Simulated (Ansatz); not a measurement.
CdS under load (space group P6_3mc), r2SCAN with spin-orbit coupling, rigid bands (Ansatz, a quantum-chemistry and plane-wave program). Condition of this run: uniaxial stress along c of -0.8 GPa (compression positive) (the target of the relaxation). Band gap 1.64 eV, N_c = 1.73e18 cm⁻³ and N_v = 4.02e19 cm⁻³ at 300 K, conductivity masses along y (a = (4.11, 0.00, 0.00) Å; b = (-2.05, 3.56, 0.00) Å; c = (0.00, 0.00, 6.79) Å) of 0.178 mₑ (electrons) and 1.07 mₑ (holes). Take k_BT = 0.02585 eV.

Task: Find the intrinsic carrier density and the intrinsic Fermi level.

Result: n_i = √(N_c N_v) exp(−E_g/2k_BT) = 8.34e18 × exp(−31.72) = 1.4e5 cm⁻³. The level lies (k_BT/2) ln(N_v/N_c) = 41 meV from mid-gap (positive towards the conduction band). Each 0.1 eV added to the gap lowers n_i by a factor of 6.9.

Task: What built-in voltage has an abrupt junction with N_A = 1e16 and N_D = 1e17 cm⁻³, all dopants ionised?

Result: V_bi = E_g/e − (k_BT/e) ln(N_c N_v/(N_A N_D)) = 1.64 − 0.02585 × 11.15 = 1.35 V, for the computed gap.

Task: A film of it is 5 nm thick, with its normal along the direction named. Estimate the confinement energies in an infinite well.

Result: ħ²π²/(2m t²) = 0.376 eV·nm²/(m/mₑ × t²) gives 84.5 meV for electrons and 14.1 meV for holes, so the gap would widen to about 1.74 eV. Finite barriers and nonparabolic bands lower this, and with several valleys or bands the heaviest mass along the normal sets the lowest level, not this average.

Rigid bands with the computed gap; masses take one relaxation time for all states. Geometry: cell and atoms relaxed with PBEsol.
